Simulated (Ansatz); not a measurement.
Consider Cu₃N (space group Pm-3m, No. 221).

```
Cu3N
1.0
    3.76491     0.00000     0.00000
    0.00000     3.76491     0.00000
    0.00000     0.00000     3.76491
Cu N
3 1
Direct
  0.50000   0.00000   0.00000
  0.00000   0.50000   0.00000
  0.00000   0.00000   0.50000
  0.00000   0.00000   0.00000
```

Cartesian axes are those of the cell as printed.

The values are results of plane-wave PAW DFT at the PBEsol level (Ansatz, an electronic-structure program, 420 eV), no spin-orbit coupling, not measurements.

Before the change:

Pressure: 0.0 GPa
Shortest interatomic distance: 1.882 Å

One thing is altered: biaxial strain −1.80 %, plane normal [001], relaxed out of plane (Cartesian); in-plane vectors clamped, the third vector and the atoms free.

Question: What happens to the pressure, energy relative to the base and shortest interatomic distance?

Answer: The pressure (mean of the normal stresses, compression positive) goes from zero to 4.2 GPa; the energy grows by 9.1 meV/atom; the shortest interatomic distance drops by 0.0339 Å (1.882 Å → 1.849 Å).

No phonon test of stability was made. All final runs are without spin polarisation. Gaps under 0.05 eV, about the width of the smearing, are given as zero.
